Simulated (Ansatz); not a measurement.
## By hand: formation energy of the neutral H_i in SiC (3C, zinc blende, F-43m)

This concerns the formation energy of the neutral H_i in SiC (3C, zinc blende, F-43m). Reaction: 4 SiC (3C, zinc blende) + 1/2 H2 (gas) → cell A.

A: a supercell of 8 sites of SiC (3C, zinc blende, F-43m) with H off the lattice sites (1 C at 1.17 Å); an odd number of electrons; spin state with PBE: no moments.

Method: Ansatz (a first-principles code), PAW, neutral cells at 0 K with nuclei at rest, on structures from PBE. Ansatz runs with its PAW set soft_1. Other levels take these structures. The lattices are those relaxed with PBE, so at other levels the solids can be strained, which adds to the spread. A dispersion term (D3(BJ), or D4 for r2SCAN) was computed beside these levels and is taken off wherever the name lacks it. The cell is small for its defects, so this is an ordered compound on the host's lattice rather than an isolated defect. The value holds for the reservoirs listed; other chemical potentials shift it. Cell A has symmetry Cm and got no random move, so less symmetric positions, which may lie lower, weren't tried.

Total energies of the cells in eV, at zero smearing width. They compare only within one column; the weights balance every element.

```tsv
cell	atoms	weight	r2SCAN	PBE+D3(BJ)
A: SiC:H_i	9	+1	-3577.95110	-3564.03315
SiC (3C, zinc blende)	8	−1	-3565.30700	-3551.02592
H2 (gas)	2	−1/2	-31.88931	-31.74649
```

r2SCAN: (-3577.95110) − (-3565.30700) − 1/2 × (-31.88931) = 3.301 eV.

PBE+D3(BJ): (-3564.03315) − (-3551.02592) − 1/2 × (-31.74649) = 2.866 eV.
